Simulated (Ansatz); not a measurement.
The parent structure is CaPb (space group P4/mmm, No. 123; a = 3.581 Å, c = 4.588 Å; a cell from a computed database, its experimental status unchecked). Axes: x, y, z lie along a, b, c of the conventional cell.

Level of theory: DFT with r2SCAN, PAW potentials and a 500 eV plane-wave cutoff in Ansatz (a program for electronic structure), no SOC.

Before the change:

The pressure is 0.0 GPa and the shortest interatomic distance comes out as 3.417 Å. The band gap comes out as zero.

Now apply this change: tensile biaxial strain of 1.06 % in the plane normal to [001], as in epitaxy on a mismatched substrate; the out-of-plane cell vector and the atoms relax.

What happens to the pressure, shortest interatomic distance and band gap?

The pressure (mean of the normal stresses, compression positive) goes from zero to -0.5 GPa; the shortest interatomic distance increases by 0.012 Å (3.417 Å → 3.429 Å); the band gap remains zero.

Without a gap, meshes like the base's 13×13×10 leave anisotropic stresses uncertain by several tenths of a GPa, and small strain energies with them. No phonon test of stability was made.
